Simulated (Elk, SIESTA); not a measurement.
A SIESTA input for a self-consistent single point of Pt (Fm-3m, 1 atom in the cell) (DFT, GGA PBE, numerical atomic orbitals TZP, PseudoDojo PBE standard norm-conserving potentials (rewritten from UPF to PSML)):

```
# files in the folder: Pt.psml (PseudoDojo PBE standard)
SystemName  Pt
SystemLabel Pt

NumberOfAtoms                1
NumberOfSpecies              1
%block ChemicalSpeciesLabel
  1 78 Pt
%endblock ChemicalSpeciesLabel
LatticeConstant              1.0 Ang
%block LatticeVectors
     0.000000000    2.003120000    2.003120000
     2.003120000    0.000000000    2.003120000
     2.003120000    2.003120000    0.000000000
%endblock LatticeVectors
AtomicCoordinatesFormat      ScaledCartesian
%block AtomicCoordinatesAndAtomicSpecies
     0.000000000    0.000000000    0.000000000  1
%endblock AtomicCoordinatesAndAtomicSpecies

XC.functional                GGA
XC.authors                   PBE
PAO.BasisSize                TZP
PAO.EnergyShift              0.005 Ry
MeshCutoff                   350 Ry
%block kgrid.MonkhorstPack
   19   0   0  0.0
    0  19   0  0.0
    0   0  19  0.0
%endblock kgrid.MonkhorstPack
OccupationFunction           FD
ElectronicTemperature        0.05 eV

MaxSCFIterations             150
SCF.Mixer.Method             Pulay
SCF.Mixer.Weight             0.25
SCF.Mixer.History            6
SCF.DM.Tolerance             1.0E-04
Diag.ParallelOverK           true
WriteForces                  true
```

Task: Translate this input to Elk.

Result: This is the input that was run; spellings and numerical settings could be chosen otherwise.

```
tasks
  0

xctype
  20

rgkmax
  8.0

gmaxvr
  16.0

nxlo
  2

lorbcnd
  .true.

rmtscf
  0.9

lmaxi
  3

stype
  3

swidth
  0.00183747

avec
    0.0000000000    3.7853481948    3.7853481948
    3.7853481948    0.0000000000    3.7853481948
    3.7853481948    3.7853481948    0.0000000000

atoms
  1   : nspecies
  'Pt.in'   : spfname
  1   : natoms; atposl, bfcmt below
  0.0000000000  0.0000000000  0.0000000000    0.0 0.0 0.0

ngridk
  19 19 19
```

Basis, cutoffs, solver keys and any potentials are the target program's own. This input uses DFT, PBE, all-electron FP-LAPW, Elk's shipped species files, APW+lo basis with extra local orbitals.

The starting cell comes from a database of computed structures (which also holds hypothetical and non-ambient phases and stackings), without a prior relaxation at this level. Its lattice was rescaled by a random factor within 2.5 % of one.
